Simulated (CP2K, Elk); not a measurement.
An Elk input for a self-consistent single point of LaN (P6_3mc, 4 atoms in the cell) (DFT, PBEsol, all-electron FP-LAPW, Elk's shipped species files, APW+lo basis with extra local orbitals):

```
tasks
  0

xctype
  22

tforce
  .true.

rgkmax
  8.0

gmaxvr
  18.0

lmaxapw
  10

lmaxo
  8

nxlo
  2

lorbcnd
  .true.

lradstp
  2

nrmtscf
  2.0

rmtscf
  0.94

lmaxi
  4

stype
  0

swidth
  0.0001

scale
  7.659997822

avec
    1.0000000000   -0.0000000162    0.0000000000
   -0.4999999860    0.8660254119    0.0000000000
    0.0000000000    0.0000000000    1.4318843771

sppath
  './'

atoms
  2   : nspecies
  'La.in'   : spfname
  2   : natoms; atposl, bfcmt below
  0.3333333333  0.6666666667  0.9975500000    0.0 0.0 0.0
  0.6666666667  0.3333333333  0.4975500000    0.0 0.0 0.0
  'N.in'   : spfname
  2   : natoms; atposl, bfcmt below
  0.3333333333  0.6666666667  0.4124500000    0.0 0.0 0.0
  0.6666666667  0.3333333333  0.9124500000    0.0 0.0 0.0

ngridk
  8 8 5
```

Task: Write the same calculation as an input for CP2K.

Result: One input that does it (others would too):

```
&GLOBAL
  PROJECT lan
  RUN_TYPE ENERGY_FORCE
  PRINT_LEVEL LOW
&END GLOBAL
&FORCE_EVAL
  METHOD Quickstep
  STRESS_TENSOR ANALYTICAL
  &DFT
    BASIS_SET_FILE_NAME BASIS_MOLOPT
    BASIS_SET_FILE_NAME BASIS_MOLOPT_UCL
    POTENTIAL_FILE_NAME GTH_POTENTIALS
    &QS
      METHOD GPW
      EPS_DEFAULT 1E-10
    &END QS
    &MGRID
      CUTOFF 500
      REL_CUTOFF 50
      NGRIDS 5
    &END MGRID
    &SCF
      SCF_GUESS ATOMIC
      EPS_SCF 1E-6
      MAX_SCF 100
      ADDED_MOS 6
      &DIAGONALIZATION
        ALGORITHM STANDARD
      &END DIAGONALIZATION
      &MIXING
        METHOD BROYDEN_MIXING
        ALPHA 0.3
        NBUFFER 10
        BETA 1.5
      &END MIXING
    &END SCF
    &KPOINTS
      SCHEME MONKHORST-PACK 8 8 5
      GAMMA_CENTERED T
    &END KPOINTS
    &XC
      &XC_FUNCTIONAL
        &PBE
          PARAMETRIZATION PBESOL
        &END PBE
      &END XC_FUNCTIONAL
    &END XC
    &PRINT
      &MO
        EIGENVALUES T
        OCCUPATION_NUMBERS T
        NDIGITS 8
        FILENAME mo
        &EACH
          QS_SCF 0
        &END EACH
        ADD_LAST NUMERIC
      &END MO
      &MULLIKEN OFF
      &END MULLIKEN
    &END PRINT
  &END DFT
  &SUBSYS
    &CELL
      ABC 4.05349600 4.05349642 5.80413800
      ALPHA_BETA_GAMMA 90.00000000 90.00000000 119.99999654
      PERIODIC XYZ
    &END CELL
    &COORD
      La      -0.00000203     2.34028850     5.78991786
      La       2.02675003     1.17014250     2.88784886
      N       -0.00000203     2.34028850     2.39391672
      N        2.02675003     1.17014250     5.29598572
    &END COORD
    &KIND La
      BASIS_SET DZVP-MOLOPT-SR-GTH
      POTENTIAL GTH-PBE-q11
    &END KIND
    &KIND N
      BASIS_SET DZVP-MOLOPT-SR-GTH
      POTENTIAL GTH-PBE-q5
    &END KIND
  &END SUBSYS
  &PRINT
    &FORCES ON
    &END FORCES
    &STRESS_TENSOR ON
    &END STRESS_TENSOR
  &END PRINT
&END FORCE_EVAL
```

Basis, cutoffs, solver keys and any potentials are the target program's own. This input uses DFT PBEsol, GPW, DZVP-MOLOPT-SR-GTH basis, GTH-PBE potentials (GTH_POTENTIALS).

The starting cell comes from a database of computed structures (which also holds hypothetical and non-ambient phases and stackings), without a prior relaxation at this level. For this run, on top of that: lattice scaled by 0.98.
